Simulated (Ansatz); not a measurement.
Structures of equal composition on the (0001) surface of hcp Ti: a pseudomorphic layer of Hf in the host's stacking; a pseudomorphic layer of Hf in the other hollow. The slabs share one bottom face, and each structure is named by its start. These are constructed structures in small cells; real faces may alloy, dewet or reconstruct in larger ones, and not all known structures of the face are among them. Slabs of about 12 Å with all that they carry, Fermi-Dirac smearing of 0.1 eV. Bottom of the slabs: a bare face, its two planes held. Relaxed from the named starts with such symmetry as they have, on meshes of like density; energies extrapolated to zero smearing; no spin-orbit coupling, no U. Spin-polarised runs, if any, are marked in brackets, and their order is one that fits the cell; the others ran without spin.

All values below come from PBE (plane waves to 420 eV, PAW; Ansatz, a first-principles code).

Q: Rank these by energy per 1x1 cell (lowest first), as PBE gives it.

A: a pseudomorphic layer of Hf in the host's stacking (0.000 eV), a pseudomorphic layer of Hf in the other hollow (0.054 eV)
